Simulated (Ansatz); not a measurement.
The reference is Hf in the hcp (Mg type) structure (space group P6_3/mmc, No. 194; relaxed with 0.1 eV smearing).

```yaml
crystal:
  lattice:
    - [3.11736, 0.00000, 0.00000]
    - [-1.55868, 2.69972, 0.00000]
    - [0.00000, 0.00000, 4.95007]
  atoms:
    - { symbol: Hf, position: [0.66667, 0.33333, 0.75000] }
    - { symbol: Hf, position: [0.33333, 0.66667, 0.25000] }
```

Cartesian axes are those of the cell as printed.

Calculations: LDA (Ansatz, a first-principles code; PAW; 420 eV plane waves; no SOC).

Base values:

The shortest interatomic distance comes out as 3.060 Å.

Perturbation: uniaxial strain ε_xx = −2.00 %, all other strain components held at zero, atoms relaxed at fixed cell.

**Question.** What happens to the stress?

**Answer.** The stress (xx, yy, zz, yz, xz, xy; compression positive) comes out as (4.0, 1.7, 1.7, 0.0, 0.0, 0.0) GPa.

**Question.** What happens to the energy relative to the base?

**Answer.** The energy grows by 5.0 meV/atom.

**Question.** Predict the new largest internal atomic displacement.

**Answer.** The largest internal atomic displacement is 0.017 Å.

**Question.** What does the calculation give for the shortest interatomic distance after the change?

**Answer.** The shortest interatomic distance decreases by 0.019 Å to 3.041 Å.

Stability against distortions was not tested. All final runs are without spin polarisation.
